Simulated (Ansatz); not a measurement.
MoTe₂ (space group Fm-3m, No. 225; a hypothetical phase, not in the database extracts checked)

```cif
data_Mo4Te8
_chemical_formula_sum 'Mo4 Te8'
_space_group_name_H-M_alt 'Fm-3m'
_space_group_IT_number 225
_space_group_name_Hall '-F 4 2 3'
_cell_length_a 6.63940
_cell_length_b 6.63940
_cell_length_c 6.63940
_cell_angle_alpha 90.000
_cell_angle_beta 90.000
_cell_angle_gamma 90.000
loop_
_atom_site_label
_atom_site_type_symbol
_atom_site_symmetry_multiplicity
_atom_site_Wyckoff_symbol
_atom_site_fract_x
_atom_site_fract_y
_atom_site_fract_z
_atom_site_occupancy
Mo1 Mo 4 a 0.00000 0.00000 0.00000 1
Te1 Te 8 c 0.25000 0.25000 0.25000 1
```
(The calculation used a cell of 3 atoms; values per cell refer to that cell.)

Calculations: r2SCAN (Ansatz, a program for electronic structure; PAW; 500 eV plane waves; scalar-relativistic without spin-orbit coupling). Γ-centred 12×12×12 mesh, Fermi–Dirac width 0.05 eV.

| Property | Result |
|---|---|
| Volume per atom | 24.39 Å³ |
| Density | 7.97 g/cm³ |
| Band gap | zero |
| Total energy | -6318.784 eV/atom (σ→0; compares only within this code and set-up) |

Whether these cells are dynamically stable was not tested. The final runs are not spin-polarised. MoTe2 has a high density of states at the Fermi level and may be magnetic at this level.
